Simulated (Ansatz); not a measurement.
Consider ZrO2 (space group P4_2/nmc, No. 137; a = 3.5844 Å, c = 5.1771 Å). Axes: x, y, z lie along a, b, c of the conventional cell.

One thing is altered: uniaxial stress, 2 GPa tension along z, with the cell and atoms free to relax against it.

Levels (all Ansatz, an electronic-structure program, PAW): PBEsol (420 eV, without spin-orbit coupling); r2SCAN (500 eV, no spin-orbit coupling); HSE06 (420 eV, no SOC).

One geometry, relaxed with PBEsol, under each level:

```tsv
level	band gap	lowest conduction level above the VBM at special points	pressure
PBEsol	4.05 eV	Γ 4.05 eV; X 4.46 eV; R 4.56 eV; Z 4.61 eV	-0.67 GPa
r2SCAN	4.66 eV	Γ 4.66 eV; X 5.04 eV; R 5.13 eV; Z 5.21 eV	2.83 GPa
HSE06	5.74 eV	Γ 5.74 eV; X 6.16 eV; R 6.28 eV	–
```

Single points use the geometry relaxed with PBEsol. Their cutoffs differ, which shifts pressures a little. HSE06 was sampled on its mesh, a few special points and the semilocal edge points, so its gap is an upper bound. Load acts through the strain it causes; cell and atoms are relaxed under it. Beyond what the load breaks, stability against distortions was not tested. This is not the structure that ZrO2 has at room temperature and ambient pressure.
